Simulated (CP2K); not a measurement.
Band structure of Cs₂SnAs₂ (Ibam, 10 atoms in the cell).

```
CELL_PARAMETERS angstrom
      9.10733     0.00000     0.00000
     -6.42824     6.45145     0.00000
      3.08257    -5.06210     6.91495
ATOMIC_POSITIONS crystal
  Cs 0.14694 0.83695 0.98389
  Cs 0.85306 0.16305 0.01611
  Cs 0.35306 0.33695 0.69001
  Cs 0.64694 0.66305 0.30999
  Sn 0.25000 0.75000 0.50000
  Sn 0.75000 0.25000 0.50000
  As 0.40261 0.82557 0.22818
  As 0.59739 0.17443 0.77182
  As 0.09739 0.32557 0.42296
  As 0.90261 0.67443 0.57704
```

Computed with LDA (Pade form), GPW, DZVP-MOLOPT-SR-GTH basis, GTH-PADE potentials (GTH_POTENTIALS) run with CP2K.

Settings: CUTOFF = 500 Ry; REL_CUTOFF = 60 Ry; KPOINTS/SCHEME = MONKHORST-PACK 4 4 4; GAMMA_CENTERED = T; XC_FUNCTIONAL = PADE; Cs/BASIS_SET = DZVP-MOLOPT-SR-GTH; Cs/POTENTIAL = GTH-PADE-q9; Sn/BASIS_SET = DZVP-MOLOPT-SR-GTH; Sn/POTENTIAL = GTH-PADE-q4; As/BASIS_SET = DZVP-MOLOPT-SR-GTH; As/POTENTIAL = GTH-PADE-q5; METHOD = GPW; EPS_DEFAULT = 1e-10; EXTRAPOLATION = USE_GUESS.

The starting cell comes from a database of computed structures (which also holds hypothetical and non-ambient phases and stackings), without a prior relaxation at this level. Values carry the incompleteness of an atom-centred basis.

Task: Predict the gap along the standard path and the places of the band edges.

Result: The gap along the path is 0.57 eV, from Z to Γ; the smallest direct gap on it is 0.86 eV.

Levels in eV from the top of the valence band on the SCF mesh, bands 29 to 33:
```csv
point,29,30,31,32,33
Γ,-0.89,-0.57,-0.56,-0.28,0.57
X,-1.04,-0.64,-0.45,-0.32,0.95
L,-0.98,-0.67,-0.54,-0.52,0.99
T,-0.82,-0.82,-0.55,-0.55,1.05
W,-0.80,-0.80,-0.57,-0.57,1.08
R,-0.74,-0.74,-0.45,-0.45,0.97
X1,-1.04,-0.64,-0.45,-0.32,0.95
Z,-1.25,-1.04,-0.56,0.00,1.46
Y,-1.00,-0.94,-0.92,-0.16,1.37
S,-1.14,-0.99,-0.66,-0.24,1.35
```

Higher empty bands are left out: an atom-centred basis made for the valence describes them poorly.
